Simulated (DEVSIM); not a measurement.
# Si p+/n-/n+ power diode

Structure: Si p+/n-/n+ power diode, at 300 K.

```tsv
layer (left to right)	material	thickness (μm)	Nd (cm⁻³)	Na (cm⁻³)	τn (s)	τp (s)
1	Si	1.60	-	2e18	6.8e-5	6.8e-5
2	Si	14.0	2e16	-	6.8e-5	6.8e-5
3	Si	1.00	3.9e18	-	6.8e-5	6.8e-5
```

Left contact: ohmic. Right contact: ohmic. Voltage is applied to the left contact. Recombination: SRH at mid-gap, Auger. Mobility is constant in doping.

Constants are typed, rounded textbook-type inputs, not results; the design itself was drawn at random and stands for no fabricated device. Values at 300 K.

| parameter | Si |
|---|---|
| gap (eV) | 1.124 |
| affinity (eV) | 4.05 |
| permittivity | 11.7 |
| Nc (cm⁻³) | 2.86e19 |
| Nv (cm⁻³) | 3.1e19 |
| μn (cm²/Vs) | 1417 |
| μp (cm²/Vs) | 470 |
| Cn (cm⁶/s) | 2.8e-31 |
| Cp (cm⁶/s) | 9.9e-32 |

Simulated with DEVSIM: 1D drift-diffusion, Boltzmann statistics, complete ionisation; no tunnelling, impact ionisation, image-force lowering or self-heating.

The potential step across the device at zero bias is 1.002 V. The dark forward voltage at 1 A/cm² comes out as 0.689 V and the dark forward voltage at 100 A/cm² is 0.815 V.

Dark forward current:

```
V (V)  J (A/cm²)
-----  ---------
0.05     5.9e-11
0.10     2.8e-10
0.15      1.3e-9
0.20      7.4e-9
0.25      4.6e-8
0.30      3.1e-7
0.35      2.1e-6
0.40      1.4e-5
0.45      9.8e-5
0.50     0.00068
0.55      0.0047
0.60       0.032
0.65        0.22
0.70         1.5
0.75          10
0.80          62
0.85         320
0.90        1300
0.95        4200
```
